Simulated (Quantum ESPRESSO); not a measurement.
# Sensitivity of a calculation on Ti2CoSe4 (C2/m, 7 atoms in the cell) to its settings

```yaml
crystal:
  lattice:
    - [6.60267, -1.79421, 0.00000]
    - [6.60267, 1.79421, 0.00000]
    - [-2.82621, 0.00000, 5.45496]
  atoms:
    - { symbol: Ti, position: [0.74782, 0.74782, 0.73527] }
    - { symbol: Ti, position: [0.25218, 0.25218, 0.26473] }
    - { symbol: Co, position: [0.00000, 0.00000, 0.00000], spin: 3.0 }
    - { symbol: Se, position: [0.88607, 0.88607, 0.55050] }
    - { symbol: Se, position: [0.11393, 0.11393, 0.44950] }
    - { symbol: Se, position: [0.61938, 0.61938, 0.95468] }
    - { symbol: Se, position: [0.38062, 0.38062, 0.04532] }
```
(The spins are starting values, not results.)

Base run A: Quantum ESPRESSO with PBEsol, GBRV 1.5 ultrasoft (PBESOL) pseudopotentials, self-consistent single point.

Its settings: ecutwfc = 50 Ry; ecutrho = 400 Ry; occupations = smearing; smearing = gauss; degauss = 0.0036749 Ry; nspin = 2; K_POINTS = automatic 6 6 4 0 0 0; conv_thr = 1e-10 Ry; mixing_beta = 0.3.

The starting cell comes from a database of computed structures (which also holds hypothetical and non-ambient phases and stackings), without a prior relaxation at this level. With one magnetic atom in the cell only a parallel order is possible. In the base run, with a pressure of about -5 GPa the cell is away from its equilibrium volume at this level.

ΔF is the free energy per atom less that of run A. 

| run | change | ΔF (meV/atom) | pressure (GPa) | largest force (eV/Å) | size of the net moment (μB/atom) | k-points |
|---|---|---|---|---|---|---|
| A | base | 0.00 | -5.18 | 0.131 | 0.16 | 47 |
| B | K_POINTS: automatic 6 6 4 0 0 0 → automatic 5 5 3 1 1 1 | 1.21 | -5.08 | 0.134 | 0.16 | 24 |
| C | ecutwfc: 50 Ry → 25 Ry; ecutrho: 400 Ry → 200 Ry | 639.3 | -39.61 | 0.132 | 0.15 | 47 |
| D | lattice scaled by 1.015; ecutwfc: 50 Ry → 30 Ry; ecutrho: 400 Ry → 240 Ry | 121.4 | -14.49 | 0.437 | 0.18 | 47 |

Run B against A: The free energy goes up by 1.2 meV/atom, the pressure moves little (-5.18 to -5.08 GPa), the largest force hardly changes (0.131 to 0.134 eV/Å) and the size of the net moment stays at 0.16 μB/atom.

Run D against A: The free energy goes up by 121 meV/atom, the pressure goes from -5.18 to -14.49 GPa, the largest force goes from 0.131 to 0.437 eV/Å and the size of the net moment hardly changes (0.16 to 0.18 μB/atom).

Run C against A: The free energy goes up by 639 meV/atom, the pressure goes from -5.18 to -39.61 GPa, the largest force moves little (0.131 to 0.132 eV/Å) and the size of the net moment moves little (0.16 to 0.15 μB/atom).
